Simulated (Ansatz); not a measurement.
Candidates (primitive cells; geometry: relaxed with this functional, without spin-orbit coupling):
A. LiTi$_{2}$O$_{4}$ (Fd-3m), a = b = c = 5.9051 Å, α = β = γ = 60.00°
B. MgLa (Pm-3m), a = b = c = 3.909 Å, α = β = γ = 90.00°
C. Nb (Im-3m), a = 2.8342 Å, b = 2.8342 Å, c = 2.8342 Å, α = 109.47°, β = 109.47°, γ = 109.47°
D. PdSb (P6_3/mmc), a = b = 4.089 Å, c = 5.568 Å, α = β = 90.00°, γ = 120.00°
E. ScAs (Fm-3m), a = 3.8255 Å, b = 3.8255 Å, c = 3.8255 Å, α = 60.00°, β = 60.00°, γ = 60.00°

Task: Order them by mean free path at 300 K (lowest first) at the level Ansatz (a first-principles code) with PBEsol, DFPT electron-phonon coupling, linearised Boltzmann equation.

Result: A (1.70 nm), C (2.7 nm), B (3.8 nm), D (7.6 nm), E (27 nm)

Metals; harmonic phonons alone scatter; means over directions. The mean free path is weighted by the current that each state carries. Halving the electron mesh moves these values by up to 5 %; q meshes are mostly untested. Some of the runs warned that the eigensolver left states short of its tolerance. Spin-orbit coupling is left out.

Formula and space group known from diffraction (Crystallography Open Database), not checked to be the room-temperature form: LiTi2O4 (Fd-3m), MgLa (Pm-3m), PdSb (P6_3/mmc), ScAs (Fm-3m).
